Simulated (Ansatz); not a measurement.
Abridged Ansatz (a program for electronic structure) output:

```
Relaxation: its limit of steps is 60 (relax.max_steps)
Pseudopotential: Cd, paw, valence charge 20
Pseudopotential: S, paw, valence charge 6
Crystal: 4 atoms, lattice volume = 98.821 Å³
Basis set: ecut = 420 eV, 1943 PW (Γ), exchange–correlation on 60×60×90 points (8 copies of the dense FFT grid, shifted against one another)
Bands: 32, of which v1, the nominal top of the filled ones, is band 26 counted from 1 (25 counted from 0)
Symmetry: 12 space group operations
k-points: 36 of 405 (time reversal used)
Functional: x = pbesol(κ = 0.804, μ = 0.12345679012345678), c = pbesol(β = 0.046)
SCF iter   1: F=—  HF=-18140.463427 eV  |F-HF|=—  |Δ(HF+E_count)|=         —  Δρ=5.21e-3  dr2=3.61e-2  ethr=1.77e-3  ⟨swp⟩=6.1  Hψ=4641  notcnv=0
SCF iter   2: F=—  HF=-18140.454628 eV  |F-HF|=—  |Δ(HF+E_count)|=   8.80e-3  Δρ=2.00e-3  dr2=6.29e-3  ethr=6.94e-5  ⟨swp⟩=2.4  Hψ=2071  notcnv=0  defer=3
SCF 1 converged in 7 iterations: F = -18140.453130 eV  dr2 = 1.35e-8
relax step   1: F+E_penalty+E_count = -18140.45313007 eV  Δ(F+E_penalty+E_count) = +0.000e0 eV  max|allowed force component| = 2.680e-3 eV/Å  Δτ_max = 0.0000 Å  P = +0.000 GPa  Ω = 98.821 Å³  (7 SCF iters, dr2 threshold 1.00e-7 eV, accepted)
[... steps on the carried basis left out ...]
relax step   4: F+E_penalty+E_count = -18140.43850415 eV  Δ(F+E_penalty+E_count) = +4.099e-4 eV  max|allowed force component| = 5.474e-4 eV/Å  Δτ_max = 0.0000 Å  P = +1.793 GPa  Ω = 96.141 Å³  stress off target by 8.71e-3 GPa  SCF on the basis re-selected at this cell (its energy is not comparable with the rows above)  (6 SCF iters)
SCF converged after 6 iterations
Free energy (F): -18140.438504 eV
Internal energy: -18140.438504 eV  (E = F + TS)
E sigma→0 (E₀):  -18140.438504 eV
Entropy (-TS):   -0.000000 eV (-0.000 meV/atom)
Fermi energy:    7.872795 eV
--- Forces (eV/Å), atoms counted from 1 ---
  atom   1  Cd    -0.00000000     0.00000000    -0.00054769
  atom   2  Cd     0.00000000    -0.00000000    -0.00054769
  atom   3  S     -0.00000000     0.00000000     0.00054705
  atom   4  S      0.00000000    -0.00000000     0.00054705
--- Stress (GPa, compression-positive) ---
        1.791287       0.000000      -0.000000
        0.000000       1.791287      -0.000000
       -0.000000      -0.000000       1.797134
  P = ⅓ Tr σ = 1.7932 GPa (17.932 kbar)
--- Relaxed structure (3 steps of the walk, 3 accepted, 1 SCFs on fresh bases) ---
  cell:  # Å, volume = 96.1412 Å³
    - [4.08597512142314, -2.86048803976507e-11, -3.435450022076213e-34]
    - [-2.042987560686797, 3.5385582543979477, -2.657329840251864e-35]
    - [-5.591309623221138e-34, 1.4910158995256368e-33, 6.649479213299907]
  atoms:
    - { symbol: Cd, position: [0.6666666666666666, 0.33333333333333326, 0.0008236895059877141] }
    - { symbol: Cd, position: [0.3333333333333332, 0.6666666666666665, 0.5008236895059877] }
    - { symbol: S, position: [0.6666666666666666, 0.33333333333333326, 0.6243763104940122] }
    - { symbol: S, position: [0.3333333333333332, 0.6666666666666665, 0.12437631049401228] }
```

Q: What was computed, and what are the main results?

A: CdS, 4 atoms in the cell, with PBEsol (Ansatz; PAW; 420 eV plane waves; no spin-orbit coupling), from a series relaxed to a target (pressure 1.8 GPa). The last SCF converged to F = -18140.438504 eV, or -4535.1096 eV per atom, at a pressure of 1.79 GPa. The total energy compares only with runs of the same code, potentials and settings.

Load acts through the strain it causes; cell and atoms are relaxed under it. No phonon test of stability was made. The cell was made from CdS in the wurtzite structure (space group P6_3mc, No. 186) by this change: pressure 1.8 GPa.

Keys are those of Ansatz 0.2.
